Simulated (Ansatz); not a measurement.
```
AlV2C
1.0
    2.87823     0.00000     0.00000
   -1.43912     2.49262     0.00000
    0.00000     0.00000    13.02248
Al V C
2 4 2
Direct
  0.33333   0.66667   0.25000
  0.66667   0.33333   0.75000
  0.33333   0.66667   0.58523
  0.66667   0.33333   0.41477
  0.66667   0.33333   0.08523
  0.33333   0.66667   0.91477
  0.00000   0.00000   0.00000
  0.00000   0.00000   0.50000
```

V$_{2}$AlC (P6_3/mmc), PBEsol, DFPT electron-phonon coupling, linearised Boltzmann equation (plane waves, PAW, scalar-relativistic; Ansatz, a program for electronic structure): the phonon-limited resistivity at 300 K is 12.3 μΩ·cm (x, the basal plane), 12.3 μΩ·cm (y, the basal plane), 49.2 μΩ·cm (z, c). Third figures are kept for the arithmetic.

How anisotropic is it, and between which bounds lies a dense polycrystal with random grains and no boundary scattering?

Largest over smallest: 4.0. Upper bound, grains in series: (12.3 + 12.3 + 49.2)/3 = 25 μΩ·cm. Lower bound, grains side by side: 3/Σ(1/ρ) = 16.4 μΩ·cm. The best single-crystal direction lies 25 % under the lower bound.

The current-weighted mean free path is 8.59 nm along x and 7.00 nm along z. How does ρ₀ℓ differ between these directions?

x: 12.3 × 8.59 = 10.6×10⁻¹⁶ Ω·m²; z: 49.2 × 7.00 = 34×10⁻¹⁶ Ω·m², a ratio of 3.3. The size effect in a wire also hangs on the velocities towards its walls, so the isotropic formulas don't carry over to this crystal.

A metal at this level (no band gap). Only scattering by harmonic phonons is included (no impurities, grain boundaries, electron-electron scattering or thermal expansion). Spin-orbit coupling is left out. Halving the electron mesh (32x32x8) moves the resistivity by up to 7 % at 300 K, the mean free path by up to 8 %. Smearing 0.20 eV; phonons on a 6x6x1 q mesh, which this run doesn't test.

Computed structure with no diffraction record at hand here (it may be known, metastable or hypothetical): V2AlC (P6_3/mmc). Treated as nonmagnetic (a ferromagnetic start lost its moment, other orders weren't tried): V2AlC (P6_3/mmc).
